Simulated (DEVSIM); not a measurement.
## illuminated Si p-on-n cell, one wavelength

Structure: illuminated Si p-on-n cell, one wavelength, at 300 K.

| layer (left to right) | material | thickness (μm) | Nd (cm⁻³) | Na (cm⁻³) | τn (s) | τp (s) | absorption coefficient (cm⁻¹) |
|---|---|---|---|---|---|---|---|
| 1 | Si | 0.490 | - | 3.9e18 | 1.6e-8 | 1e-7 | 1500 |
| 2 | Si | 54.0 | 3.2e15 | - | 6e-7 | 6e-7 | 1500 |

Left contact: ohmic, minority electron recombination velocity 2e6 cm/s. Right contact: ohmic, minority hole recombination velocity 1000 cm/s. Voltage is applied to the left contact. Recombination: SRH at mid-gap, radiative, Auger. Gap narrowing is on: ΔEg = 6.92 meV × (l + √(l² + 0.5)), l = ln(N/1.3e17 cm⁻³), shared equally by both band edges. Light enters at the left, 2.9e16 photons cm⁻² s⁻¹, one pass, no reflection. Mobility is constant in doping.

This is a model device: material constants are rounded textbook-type values typed into the input, and sizes, dopings and lifetimes were drawn at random. Values at 300 K.

| parameter | Si |
|---|---|
| gap (eV) | 1.124 |
| affinity (eV) | 4.05 |
| permittivity | 11.7 |
| Nc (cm⁻³) | 2.86e19 |
| Nv (cm⁻³) | 3.1e19 |
| μn (cm²/Vs) | 1417 |
| μp (cm²/Vs) | 470 |
| B (cm³/s) | 4.7e-15 |
| Cn (cm⁶/s) | 2.8e-31 |
| Cp (cm⁶/s) | 9.9e-32 |

Model (solved in DEVSIM): 1D drift-diffusion, Boltzmann statistics, complete ionisation; no tunnelling, impact ionisation, image-force lowering or self-heating.

```
Item                                                       Value
---------------------------------------------------  -----------
Potential step across the device at zero bias            0.811 V
Largest field in the device at zero bias              83000 V/cm
Dark forward voltage at 1 A/cm²                          0.627 V
Dark forward voltage at 100 A/cm²                        0.843 V
Short-circuit current                                3.76 mA/cm²
Open-circuit voltage                                     0.472 V
Fill factor                                                 0.79
Largest power                                        1.40 mW/cm²
Share of generated pairs collected at short circuit        0.810
```

Dark forward current:

```csv
V (V),J (A/cm²)
0.05,1.3e-8
0.15,1.5e-7
0.25,1.8e-6
0.35,4.2e-5
0.40,0.00025
0.50,0.011
0.60,0.44
0.70,7.2
0.80,53
0.90,210
0.95,340
1.05,750
1.15,1400
1.25,2200
```

Small-signal capacitance in reverse bias (quasi-static):

| V (V) | C (nF/cm²) |
|---|---|
| -0.04 | 19.0 |
| -0.1 | 18.3 |
| -0.2 | 17.2 |
| -0.3 | 16.3 |
| -0.4 | 15.5 |
| -0.6 | 14.2 |
| -0.8 | 13.2 |
| -1 | 12.4 |
| -1.3 | 11.5 |
| -1.6 | 10.7 |
| -2 | 9.86 |
